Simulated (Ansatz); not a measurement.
Take Mo in the bcc (W type) structure (space group Im-3m, No. 229; a = 3.161 Å) as the base. Axes: x, y, z lie along the cube axes.

Calculations: Kohn–Sham DFT with the PBE functional, run in Ansatz (a first-principles code) with PAW and 420 eV plane waves, spin-orbit coupling left out.

It is then changed as follows: every lattice vector is stretched by 1.28 %; the atoms relax in the strained cell.

### Question
Predict the stress tensor and what it implies for the stiffness.

### Answer
Stress of the strained cell less that of the base (GPa, compression positive):
```
   -9.1     0.0     0.0
    0.0    -9.1     0.0
    0.0     0.0    -9.1
```

Then B = −ΔP/(ΔV/V₀) with ΔV/V₀ = 0.0389 gives secant stiffness values (nonlinear terms included at this strain): B ≈ 235 GPa.

As a check, the harmonic strain energy −½ V₀ Δσ:ε is 17 meV/atom; the computed energy rise is 18 meV/atom.

Stability against distortions was not tested. The final runs are not spin-polarised.
